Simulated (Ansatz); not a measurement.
## Fe4N (Pm-3m, No. 221; cell taken from a computed entry)

Method: PBEsol (PAW; Ansatz, a program for electronic structure).

Run with plane-wave cutoff 500 eV, 12×12×12 k mesh, Fermi–Dirac smearing 0.05 eV, spin-polarised start, scalar-relativistic PAW data made under PBE.

Cell: relaxed at this level.

For Fe4N (Pm-3m, No. 221; cell taken from a computed entry), the volume per atom is 10.04 Å³/atom and the lattice parameter a is 3.689 Å. The band gap is zero (no gap).

Note: the magnetic order was assumed, not searched for or taken from measurement; the relaxation could not lower the start's symmetry, so the cell can be a saddle point above a distorted one; a magnet's gap depends somewhat on the PAW data.

Static lattice: no zero-point or thermal effects.

It cost around 7 core-minutes (rough) of CPU time.
